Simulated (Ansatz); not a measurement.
Take an 8-atom supercell of Al in the fcc (Cu type) structure (space group Fm-3m, No. 225; a = 3.991 Å) at its relaxed geometry as the base.

Computed with r2SCAN in Ansatz (plane waves to 500 eV, PAW, spin-orbit coupling left out), earlier PAW set.

One neutral defect a cell, atoms relaxed at fixed cell.

One change was made to it. Results:

| quantity | base | after |
|---|---|---|
| largest displacement of a host atom from its site in the perfect cell | – | 0.00 Å |
| pressure | -0.3 GPa | -1.9 GPa |

Question: Which of these changes matches the shifts?
A) Y on a Al site, symmetric start
B) Li interstitial (started 2.00 Å from the nearest host atom)
C) Zn on a Al site
D) Al vacancy
E) In on a Al site

Answer: D, Al vacancy. For comparison, the pressure in the other runs: Li interstitial (started 2.00 Å from the nearest host atom) gives 14.5 GPa; Y on a Al site, symmetric start gives 12.0 GPa; Zn on a Al site gives -0.9 GPa; In on a Al site gives 7.2 GPa.

The cell is small, so the values are those of an ordered compound at a high defect concentration; dilute-limit values will differ. Defects with a symmetric start kept the site's symmetry and may sit on a saddle; the others started slightly shaken. The final runs are not spin-polarised.

Ansatz is a quantum-chemistry and plane-wave program.
